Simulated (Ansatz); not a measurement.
For PdTe (model structure, within 0.1 Å of Pm-3m, No. 221, 2 atoms in the cell), PBEsol in Ansatz (PAW) gives:

| Quantity | Result |
|---|---|
| bulk modulus B0 | 123 GPa |
| cohesive energy | 3.77 eV/atom |

Q: What does r²SCAN in Ansatz (PAW) give for the same quantities?

A: 
- bulk modulus: 106 GPa (drops by 14 %)
- cohesive energy: 3.22 eV/atom (shrinks by 0.55 eV/atom)

Changes are worked out from the printed values.

Unless a cell is named, each level is at its own relaxed cell (PBEsol 19.51, r²SCAN 20.33 Å³/atom).

Levels without +SOC leave out spin–orbit coupling, which shifts energies and cells of such heavy elements.

Caveats: the bulk modulus is −V dP/dV from two relaxed cells at ±2 % in volume (PBEsol, r²SCAN). Ansatz's density-functional and Hartree–Fock values are scalar-relativistic unless marked +SOC, with PAW data made under PBE.

A model structure was made by putting elements into a prototype or built by hand; it is no filed structure, need not be a known phase, and can be a saddle point held by its symmetry.

Ansatz is a program for electronic structure.
